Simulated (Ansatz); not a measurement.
# TiAl (model structure, started from the CuPt type, R-3m, No. 166, 2 atoms in the cell)

Calculation: r²SCAN (Ansatz, a quantum-chemistry and plane-wave program, PAW).

Numerical settings: plane-wave cutoff 500 eV, 22×22×22 k mesh, Fermi–Dirac smearing 0.1 eV, no spin polarisation, scalar-relativistic PAW data made under PBE.

Cell (relaxed at this level):

AlTi is taken in the trigonal space group R-3m, hexagonal axes (No. 166), Pearson symbol hR2. Lattice parameters: a = 2.875 Å, b = 2.875 Å, c = 13.940 Å, α = 90.00°, β = 90.00°, γ = 120.00°. Al on 3a is surrounded by 6 Ti at 2.855 Å and 6 Al at 2.875 Å (cuboctahedral). Ti on 3b is coordinated by 6 Al at 2.855 Å and 6 Ti at 2.875 Å (cuboctahedral). (Neighbours: up to the widest gap in distance over summed covalent radii, below 1.35, at either atom.)
(The calculation used a cell of 2 atoms; values per cell refer to that cell.)

For TiAl (model structure, started from the CuPt type, R-3m, No. 166, 2 atoms in the cell), the band gap is zero (no gap).

Note: the relaxation could raise the start's symmetry but not lower it, so the cell can be a saddle point.

Computed values are for the static lattice.

A model structure was made by putting elements into a prototype or built by hand; it is no filed structure, need not be a known phase, and can be a saddle point held by its symmetry.
